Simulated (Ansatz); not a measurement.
# PbS under a change: tensor shear ε_xy = +1.14 %

Base system: PbS in the rock salt structure (space group Fm-3m, No. 225; a = 5.9027 Å). Axes: x, y, z lie along the cube axes.

The change: a pure shear with ε_xy = ε_yx = 0.0114, atoms relaxed at fixed cell.

The values are results of PBEsol in Ansatz (plane waves to 420 eV, PAW, no spin-orbit coupling), not measurements. Γ-centred 10×10×10 mesh, Fermi–Dirac width 0.05 eV.

```csv
quantity,base,changed,shift
volume per atom,25.71 Å³,25.70 Å³,-0.003 Å³
space group,Fm-3m (No. 225),Immm (No. 71),–
shortest interatomic distance,2.951 Å,2.951 Å,0.000 Å
energy relative to the base (free energy F),0 meV/atom,+0.8 meV/atom,+0.8 meV/atom
"pressure (mean of the normal stresses, compression positive)",0.00 GPa,-0.01 GPa,-0.01 GPa
band gap,0.19 eV,0.08 eV,-0.11 eV
gap character,–,"indirect, S → R",–
smallest direct gap,0.19 eV,0.18 eV,-0.017 eV
"valley order (the lowest conduction-band minima on the path, energy above the VBM, named in the base's zone)","L along ⟨111⟩ 0.19 eV; a point along ⟨110⟩, about 0.7 Å⁻¹ from Γ 1.14 eV","L along [1-11] 0.08 eV; L along [111] 0.20 eV; a point along [1-10], about 0.6 Å⁻¹ from Γ 1.05 eV; a point along [110], about 0.6 Å⁻¹ from Γ 1.26 eV",–
"stress (xx, yy, zz, yz, xz, xy; compression positive)",–,"(0.00, 0.00, -0.02, 0.00, 0.00, -0.44) GPa",–
```

Final structure:

```xyz
2
Lattice="0.0336 2.9513 2.9513 2.9513 0.0336 2.9513 2.9850 2.9850 0.0000" Properties=species:S:1:pos:R:3 pbc="T T T"
Pb     0.0000     0.0000     0.0000
S      2.9850     2.9850     2.9513
```

Cost of the whole job for the changed cell (relaxation, final SCF and bands): very roughly 13 core-seconds.

Spin-orbit coupling, missing from the scalar runs, can matter with Pb. The cells carry an imposed strain or load. Whether these cells are dynamically stable was not tested. A zero or small gap of PbS can be the functional's error rather than a property of the material. Labels are those of the standard path for the cell's own space group.

Ansatz is an electronic-structure program.
